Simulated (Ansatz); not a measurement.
Ti2O (P-3m1), PBEsol, DFPT electron-phonon coupling, linearised Boltzmann equation in Ansatz (an electronic-structure program): phonon-limited resistivity 33.5 μΩ·cm at 300 K along x (a = (2.95, 0.00, 0.00) Å; b = (-1.48, 2.56, 0.00) Å; c = (0.00, 0.00, 4.72) Å), current-weighted mean free path 6.8 nm, Drude plasma energy 3.00 eV.

### Question
Estimate the resistivity of a 80 nm square wire with diffuse walls from ρ ≈ ρ₀(1 + 3ℓ/4d).

### Answer
1 + 0.75 × 6.8/80 = 1.06, so ρ ≈ 35.6 μΩ·cm and a line 1 μm long has 55.7 Ω. The formula is the free-electron limit for d well above ℓ; grain boundaries add to it.

### Question
What Drude relaxation time do resistivity and plasma energy imply?

### Answer
ω_p = 4.56e15 s⁻¹, so τ = 1/(ε₀ ω_p² ρ) = 16.2 fs, a damping ħ/τ of 40.6 meV.

### Question
What is the classical skin depth at 100 GHz (nonmagnetic, μ₀ = 1.257×10⁻⁶ H/m)?

### Answer
δ = √(ρ/(π f μ₀)) = 921 nm.

A metal at this level (no band gap). Only scattering by harmonic phonons is included (no impurities, grain boundaries, electron-electron scattering or thermal expansion). Spin-orbit coupling is left out. Halving the electron mesh (32x32x20) moves the resistivity by up to 1 % at 300 K, the mean free path by up to 4 %. Smearing 0.20 eV; phonons on a 5x5x3 q mesh, which this run doesn't test.

Formula and space group known from diffraction (Crystallography Open Database), not checked to be the room-temperature form: Ti2O (P-3m1).
